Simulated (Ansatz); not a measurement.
Effective masses and thermopower of SiC (P6_3mc)

Here is the system:

```
CELL_PARAMETERS angstrom
      3.07600     0.00000     0.00000
     -1.53800     2.66390     0.00000
      0.00000     0.00000     5.04781
ATOMIC_POSITIONS crystal
  Si 0.33333 0.66667 0.49959
  Si 0.66667 0.33333 0.99959
  C  0.33333 0.66667 0.87541
  C  0.66667 0.33333 0.37541
```

Level of theory: HSE06, rigid bands (plane waves, PAW, scalar-relativistic; Ansatz, a program for electronic structure). Geometry: cell and atoms relaxed with PBEsol.

- band gap = 3.16 eV
- electron conductivity mass (300 K, dilute) = 0.42 (x), 0.42 (y), 0.25 (z) mₑ
- hole conductivity mass (300 K, dilute) = 1.06 (x), 1.06 (y), 1.36 (z) mₑ
- effective density of states N_c (300 K) = 1.0e19 cm⁻³
- effective density of states N_v (300 K) = 6.4e19 cm⁻³
- density-of-states mass, electrons = 0.55 mₑ
- density-of-states mass, holes = 1.86 mₑ
- Seebeck coefficient, n-type 1e19 cm⁻³, 300 K = -226 μV/K
- best n-type power factor at 300 K for τ = 10 fs (best axis; densities from 1e16 to 1e21 cm⁻³ tried, whether or not they can be reached) = 6.9 μW/(cm·K²) at 3e19 cm⁻³
- Seebeck coefficient, p-type 1e19 cm⁻³, 300 K = 376 μV/K

Rigid bands; masses and Seebeck coefficients take one relaxation time τ for all states and one kind of carrier; polarons and phonon drag are left out. Spin-orbit coupling is left out; where it splits the top of the valence band, N_v and the p-type Seebeck coefficient come out somewhat high without it. Geometry: cell and atoms relaxed with PBEsol.
